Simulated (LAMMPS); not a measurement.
Quenches at 1e+13 K/s across the composition of Cu (fcc) with a share x of Cu sites Au; each row starts from its own melt temperature.

Method: classical MD, pair style eam, the elements' _u3.eam files (universal-3 set of Foiles, Baskes and Daw); code LAMMPS.

| x | density | state |
|---|---|---|
| 0.25 | 11.9 g/cm³ (one sample) | glass |
| 0.5 | 14.5 g/cm³ (one sample) | glass |
| 0.75 | 16.8 g/cm³ (one sample) | glass |
